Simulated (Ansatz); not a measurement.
The starting structures come from a database of crystals and need not be the phases stable at ambient conditions.

Inside the gap of an insulator the Bloch states are evanescent, with a wavenumber k + iκ along the transport direction.

Data:

```
CELL_PARAMETERS angstrom
      6.96087     0.00000     0.00000
     -3.21184     6.17558     0.00000
      0.00000     0.00000    12.00468
ATOMIC_POSITIONS crystal
  Sr 0.50000 0.50000 0.25000
  Sr 0.50000 0.50000 0.75000
  In 0.76891 0.23607 0.50000
  In 0.23109 0.76393 0.50000
  In 0.23607 0.76891 0.00000
  In 0.76393 0.23109 0.00000
  Te 0.34475 0.20505 0.50000
  Te 0.65525 0.79495 0.50000
  Te 0.20505 0.34475 0.00000
  Te 0.79495 0.65525 0.00000
  Te 0.50000 0.00000 0.18095
  Te 0.50000 0.00000 0.81905
  Te 0.00000 0.50000 0.31905
  Te 0.00000 0.50000 0.68095
```

Space group of this cell: Cccm. The cell is taken as given; by PBEsol its mean pressure is -1.2 GPa.

Transport runs along the normal of the first two printed cell vectors.

No gap correction and no spin-orbit coupling; mid-gap values are interpolated between computed energies.

Problem. Estimate the band gap and the smallest decay constant κ at mid-gap that Ansatz (a program for electronic structure) with PBEsol returns for this system.

Solution. Gap 0.92 eV on a 6×6×4 mesh; κ = 0.153 1/Å, at the zone centre.
